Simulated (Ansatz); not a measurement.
PBE against r2SCAN: hypothetical zinc blende VSb, Sb → As

Base system: VSb in the zinc blende structure (space group F-43m, No. 216; a = 6.179 Å; ferromagnetic; a hypothetical phase, not in the database extracts checked).

(Cell as relaxed with PBE.)

Levels (all Ansatz, a program for electronic structure, PAW): PBE (420 eV, no SOC); r2SCAN (500 eV, spin-orbit coupling left out).

Each level relaxes its own structure.

| base | PBE | r2SCAN |
|---|---|---|
| volume per atom | 29.49 Å³ | 29.91 Å³ |
| lattice parameter a | 11.676 bohr | 11.732 bohr |
| band gap | zero | zero |
| largest site moment | 1.97 μB | 2.12 μB |

One thing is altered: every Sb is replaced by As; the structure is relaxed again.

```
quantity                       PBE      r2SCAN
-------------------  -------------  ----------
lattice parameter a    10.732 bohr  (withheld)
largest site moment        1.80 μB  (withheld)
magnetic state       ferromagnetic  (withheld)
```

Question: Given the PBE results, estimate those of r2SCAN.

Answer: 
- lattice parameter a, r2SCAN: 10.732 bohr
- largest site moment, r2SCAN: 1.92 μB
- magnetic state, r2SCAN: ferromagnetic

PBE's largest site moment lies 0.12 μB below r2SCAN's; the two agree on the lattice parameter a and magnetic state. Neither level is exact; r2SCAN is the comparison here, not a measurement.

Other magnetic orders, which the real material may have, were not ruled out. Spin-orbit coupling, missing from the scalar runs, can matter with Sb. Stability against distortions was not tested. As relaxed here, VAs is a hypothetical phase, not in the database extracts checked. Gaps under 0.05 eV, about the width of the smearing, are given as zero. The zero or small gap of VAs can change with the level of theory.
